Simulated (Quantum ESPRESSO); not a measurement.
Quantum ESPRESSO run on LaSi₂Ni (Cmcm, 8 atoms in the cell): self-consistent single point.

Method: PBEsol, SSSP 1.1.2 efficiency (PBE) pseudopotentials (plane waves; Quantum ESPRESSO).

The change in words: lattice scaled by 0.98. Reference geometry:
```xyz
8
Lattice="2.1149 8.3096 0.0000 -2.1149 8.3096 0.0000 0.0000 0.0000 4.0898" Properties=species:S:1:pos:R:3 pbc="T T T"
La    -2.1149    -6.5167    -1.0225
La    -2.1149     6.5167    -3.0674
Si    -2.1149    -0.6819    -1.0225
Si    -2.1149     0.6819    -3.0674
Si    -2.1149     4.1563    -1.0225
Si    -2.1149    -4.1563    -3.0674
Ni    -2.1149    -3.0285    -1.0225
Ni    -2.1149     3.0285    -3.0674
```

Reference input (self-consistent single point, DFT, PBEsol, plane waves, SSSP 1.1.2 efficiency (PBE) pseudopotentials): ecutwfc = 50 Ry; ecutrho = 400 Ry; occupations = smearing; smearing = gauss; degauss = 0.0036749 Ry; input_dft = pbesol; K_POINTS = automatic 5 5 5 0 0 0; conv_thr = 1e-10 Ry; mixing_beta = 0.7. This run's input differs from it in these lines:

```diff
@@ -11,5 +11,5 @@
  ibrav = 9
- A = 4.22980000
- B = 16.61913000
- C = 4.08984000
+ A = 4.14520400
+ B = 16.28674800
+ C = 4.00804300
  nat = 8
```

The program printed (abridged):

```
     Self-consistent Calculation

     iteration #  1     ecut=    50.00 Ry     beta= 0.70

---- Real-time Memory Report at c_bands before calling an iterative solver
          1171 MiB given to the printing process from OS
           227 MiB allocation reported by mallinfo(arena+hblkhd)
------------------

     total energy              =   -1580.61657076 Ry
     estimated scf accuracy    <      73.20135866 Ry

     iteration #  2     ecut=    50.00 Ry     beta= 0.70

---- Real-time Memory Report at c_bands before calling an iterative solver
          1300 MiB given to the printing process from OS
   [... lines left out ...]

---- Real-time Memory Report at c_bands before calling an iterative solver
          1310 MiB given to the printing process from OS
           250 MiB allocation reported by mallinfo(arena+hblkhd)
------------------

     total energy              =   -1635.14372274 Ry
     estimated scf accuracy    <          1.2E-09 Ry

     iteration # 25     ecut=    50.00 Ry     beta= 0.70

---- Real-time Memory Report at c_bands before calling an iterative solver
          1310 MiB given to the printing process from OS
           250 MiB allocation reported by mallinfo(arena+hblkhd)
------------------
     End of self-consistent calculation

     the Fermi energy is    13.0683 ev

!    total energy              =   -1635.14372274 Ry
     estimated scf accuracy    <          4.2E-11 Ry
     smearing contrib. (-TS)   =      -0.00016159 Ry
     internal energy E=F+TS    =   -1635.14356115 Ry

      -> PAW hartree energy AE =      71.21801183 Ry
      -> PAW hartree energy PS =     -71.29886004 Ry
      -> PAW xc energy AE      =    -797.88906854 Ry
      -> PAW xc energy PS      =      14.62075406 Ry
      -> total E_H with PAW    =     376.28576071 Ry
      -> total E_XC with PAW   =    -895.93356206 Ry

     convergence has been achieved in  25 iterations

     Forces acting on atoms (cartesian axes, Ry/au):

     atom    1 type  1   force =     0.00000000   -0.00322138    0.00000000
   [... lines left out ...]

     Total force =     0.010954     Total SCF correction =     0.000012

          total   stress  (Ry/bohr**3)                   (kbar)     P=       49.56
   0.00028808  -0.00000000   0.00000000           42.38       -0.00        0.00
   0.00000000   0.00029448   0.00000000            0.00       43.32        0.00
   0.00000000   0.00000000   0.00042807            0.00        0.00       62.97

   JOB DONE.
```

The run converged in 25 iterations. Against the reference run the free energy rises by 6.2 meV/atom, the pressure goes from -2.72 to 4.96 GPa and the largest force goes from 0.125 to 0.145 eV/Å. The full log also holds: “c_bands:  3 eigenvalues not converged”.

The starting cell comes from a database of computed structures (which also holds hypothetical and non-ambient phases and stackings), without a prior relaxation at this level. For this run, on top of that: lattice scaled by 0.98. Spin polarisation is off. With a pressure of about 5 GPa the cell is away from its equilibrium volume at this level.

Cost on one core of a shared machine: roughly 10 min.
